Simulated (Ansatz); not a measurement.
Input and output of a self-consistent single point for TlIn₂GaSe₄ (I222, 8 atoms in the cell) (Ansatz, a quantum-chemistry and plane-wave program).

Method of the run: PBEsol, default PAW files made with PBE (plane waves; Ansatz).

```
CELL_PARAMETERS angstrom
     -3.32050     4.06656     4.07844
      3.32050    -4.06656     4.07844
      3.32050     4.06656    -4.07844
ATOMIC_POSITIONS crystal
  Tl 0.00000 0.00000 0.00000
  In 0.50000 0.00000 0.50000
  In 0.00000 0.50000 0.50000
  Ga 0.50000 0.50000 0.00000
  Se 0.50095 0.10358 0.93601
  Se 0.16757 0.56494 0.06399
  Se 0.49905 0.43506 0.60263
  Se 0.83243 0.89642 0.39737
```

Reference input (self-consistent single point, DFT, HSE06, plane waves, default PAW files made with PBE): basis.ecutwfc = 420 eV; kpoints.mp_grid.grid = 2 2 2; hamiltonian.xc = hse06; hamiltonian.pseudopotentials = {kind: paw} (the program's default PAW files); scf.occupations.method = gaussian; scf.occupations.width = 0.02 eV. This run's input differs from it in these lines:

Ansatz 0.2 input:
```diff
@@ -20,3 +20,3 @@
 hamiltonian:
-  xc: hse06
+  xc: pbesol
   pseudopotentials: { kind: paw }
```

Log, with long lists cut:

```
SCF iter   1: F=—  HF=-47790.163265 eV  |F-HF|=—  |Δ(HF+E_count)|=         —  Δρ=2.62e-3  dr2=1.84e-2  ethr=1.77e-3  ⟨swp⟩=6.0  Hψ=1317  notcnv=0  defer=2
all-band conjugate gradients solve this SCF's bands
preconditioner: auto → Resta (q_TF=auto, 2.452 Å⁻¹)
SCF iter   2: F=—  HF=-47790.153988 eV  |F-HF|=—  |Δ(HF+E_count)|=   9.28e-3  Δρ=1.22e-3  dr2=3.43e-3  ethr=1.58e-5  ⟨swp⟩=2.8  Hψ=706  notcnv=0  defer=27
   [... lines left out ...]
SCF iter   4: F=—  HF=-47790.153606 eV  |F-HF|=—  |Δ(HF+E_count)|=   4.87e-5  Δρ=1.43e-4  dr2=5.15e-5  ethr=2.95e-7  ⟨swp⟩=2.0  Hψ=513  notcnv=0  defer=27
SCF iter   5: F=—  HF=-47790.153591 eV  |F-HF|=—  |Δ(HF+E_count)|=   1.54e-5  Δρ=6.52e-5  dr2=8.70e-6  ethr=4.44e-8  ⟨swp⟩=2.0  Hψ=513  notcnv=0  defer=27
SCF iter   6: F=—  HF=-47790.153589 eV  |F-HF|=—  |Δ(HF+E_count)|=   1.86e-6  Δρ=2.00e-5  dr2=1.17e-6  ethr=7.50e-9  ⟨swp⟩=2.0  Hψ=512  notcnv=0  defer=27
SCF iter   7: F=-47790.153590 eV  HF=-47790.153590 eV  |F-HF|=5.58e-8  |Δ(HF+E_count)|=   6.77e-7  Δρ=5.90e-6  dr2=8.58e-8  ethr=8.62e-11  ⟨swp⟩=8.2  Hψ=1794  notcnv=0
SCF 1 converged in 7 iterations: F = -47790.153590 eV  dr2 = 8.58e-8
Free energy (F): -47790.153590 eV
Internal energy: -47790.153590 eV  (E = F + TS)
E sigma→0 (E₀):  -47790.153590 eV
Fermi energy:    7.523776 eV
--- Forces (eV/Å), atoms counted from 1 ---
  atom   1  Tl     0.00000000     0.00000000     0.00000000
  atom   2  In     0.00000000     0.00000000     0.00000000
  atom   3  In     0.00000000     0.00000000     0.00000000
  atom   4  Ga     0.00000000     0.00000000     0.00000000
  atom   5  Se    -0.00091138     0.04044374    -0.03187394
  atom   6  Se     0.00091138    -0.04044374    -0.03187394
  atom   7  Se    -0.00091138    -0.04044374     0.03187394
  atom   8  Se     0.00091138     0.04044374     0.03187394
--- Stress (GPa, compression-positive) ---
       -1.477579       0.000000       0.000000
        0.000000      -1.283605       0.000000
        0.000000       0.000000      -1.185336
  P = ⅓ Tr σ = -1.3155 GPa (-13.155 kbar)
  The stress holds the Pulay correction. Without it, at fixed plane waves, as pw.x and ABINIT print it: P = -1.3427 GPa
```

The run converged in 7 iterations. 

The starting cell comes from a database of computed structures (which also holds hypothetical and non-ambient phases and stackings), without a prior relaxation at this level. Its lattice was rescaled by a random factor within 2.5 % of one. Ansatz's pressure includes its estimate of the finite-basis (Pulay) stress.
